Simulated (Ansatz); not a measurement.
Tl2HgSiSe4, pressure series

The parent structure is Tl$_{2}$HgSiSe$_{4}$ (space group I-42m, No. 121; a = 7.920 Å, c = 6.680 Å; a cell from a computed database, its experimental status unchecked).

Cell and atoms are relaxed at each pressure.

Levels (all Ansatz, a first-principles code, PAW): PBEsol (420 eV, no spin-orbit coupling); HSE06 (420 eV, no spin-orbit coupling).

Band gaps by level, all at the geometries relaxed with PBEsol:

```
case               PBEsol    HSE06
----------------  -------  -------
base              0.64 eV  1.22 eV
pressure −2 GPa   0.83 eV  1.46 eV
pressure −1 GPa   0.74 eV  1.34 eV
pressure 0.9 GPa  0.55 eV  1.12 eV
pressure 2.1 GPa  0.44 eV  0.99 eV
pressure 4.5 GPa  0.25 eV  0.75 eV
```

Single points use the geometry relaxed with PBEsol. The hybrid gap comes from the SCF mesh plus the semilocal run's edge points and a few special points and is an upper bound. Spin-orbit coupling, missing from the scalar runs, can matter with Hg and Tl. Load acts through the strain it causes; cell and atoms are relaxed under it. No phonon test of stability was made. The zero or small gap of Tl2HgSiSe4 under pressure 4.5 GPa can change with the level of theory.
